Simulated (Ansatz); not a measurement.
Base system: GaN in the wurtzite structure (space group P6_3mc, No. 186; a = 3.183 Å, c = 5.184 Å). Axes: x lies along a and z along c of the hexagonal cell.

Calculations: Kohn–Sham DFT with the r2SCAN functional, run in Ansatz (a first-principles code) with PAW and 500 eV plane waves, without spin-orbit coupling, earlier PAW set.

Strains are applied to the cell and any free atomic positions relax; under biaxial strain the out-of-plane vector relaxes too.

One change was made to it. Results:

| quantity | base | after |
|---|---|---|
| volume per atom | 11.37 Å³ | 11.07 Å³ |
| band gap | 2.35 eV | 2.42 eV |
| pressure (mean of the normal stresses, compression positive) | 0.00 GPa | 5.56 GPa |

Question: Name the change that was made.
A. isotropic strain −0.69 %
B. strain tensor (xx, yy, zz, yz, xz, xy) = (+2.48, −0.35, −0.67, −0.15, +0.86, +1.12) %
C. tensor shear ε_xy = −2.34 %
D. biaxial strain −1.74 %, plane normal [001], relaxed out of plane

Answer: D, biaxial strain −1.74 %, plane normal [001], relaxed out of plane. For comparison, the band gap in the other runs: tensor shear ε_xy = −2.34 % gives 2.20 eV; strain tensor (xx, yy, zz, yz, xz, xy) = (+2.48, −0.35, −0.67, −0.15, +0.86, +1.12) % gives 2.17 eV; isotropic strain −0.69 % gives 2.50 eV.

No phonon test of stability was made.
